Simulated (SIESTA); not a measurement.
Band structure of ScIn3 (Pm-3m, 4 atoms in the cell).

```yaml
crystal:
  lattice:
    - [4.49569, 0.00000, 0.00000]
    - [0.00000, 4.49569, 0.00000]
    - [0.00000, 0.00000, 4.49569]
  atoms:
    - { symbol: Sc, position: [0.00000, 0.00000, 0.00000] }
    - { symbol: In, position: [0.00000, 0.50000, 0.50000] }
    - { symbol: In, position: [0.50000, 0.00000, 0.50000] }
    - { symbol: In, position: [0.50000, 0.50000, 0.00000] }
```

Method: GGA PBEsol, numerical atomic orbitals TZP, PseudoDojo PBEsol standard norm-conserving potentials (rewritten from UPF to PSML) (SIESTA).

Settings: XC.functional = GGA; XC.authors = PBEsol; potentials = PseudoDojo PBEsol standard; PAO.BasisSize = TZP; PAO.EnergyShift = 0.01 Ry; MeshCutoff = 300 Ry; kgrid.MonkhorstPack = 6 6 6; OccupationFunction = FD; ElectronicTemperature = 1160.45 K; MaxSCFIterations = 150; SCF.Mixer.Method = Pulay; SCF.Mixer.Weight = 0.2; SCF.Mixer.History = 6; SCF.DM.Tolerance = 1.0E-04.

The starting cell comes from a database of computed structures (which also holds hypothetical and non-ambient phases and stackings), without a prior relaxation at this level. Values carry the incompleteness of an atom-centred basis.

Levels in eV from the Fermi level, bands 22 to 27:
```csv
point,22,23,24,25,26,27
Γ,-2.62,-1.93,-1.93,-1.93,1.27,1.27
X,-1.41,-1.41,-1.09,-0.92,1.20,1.24
M,-5.87,-4.02,-0.38,-0.38,1.09,1.50
R,-4.89,-4.10,-2.95,-2.95,-2.95,1.31
```

Bands cross the Fermi level along this path, so the cell is metallic at this level.

Higher empty bands are left out: an atom-centred basis made for the valence describes them poorly.
